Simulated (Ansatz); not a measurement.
SrSnSe3 in the cubic perovskite structure (space group Pm-3m, No. 221; a hypothetical phase, not in the database extracts checked)

```
SrSnSe3
1.0
    5.32276     0.00000     0.00000
    0.00000     5.32276     0.00000
    0.00000     0.00000     5.32276
Sr Sn Se
1 1 3
Direct
  0.00000   0.00000   0.00000
  0.50000   0.50000   0.50000
  0.00000   0.50000   0.50000
  0.50000   0.50000   0.00000
  0.50000   0.00000   0.50000
```

Calculations: plane-wave PAW DFT at the PBE level (Ansatz, a first-principles code, 420 eV), spin-orbit coupling left out. Settings: 9×9×9 k-points, 0.05 eV Fermi–Dirac smearing.

```yaml
volume_per_atom: 30.16 Å³
density: 4.88 g/cm³
band_gap: zero
total_energy: -5195.832 eV/atom (σ→0; compares only within this code and set-up)
```

Stability against distortions was not tested. The final runs are not spin-polarised. Many cubic perovskites are stable only at high temperature; tilts and polar distortions were not tested.
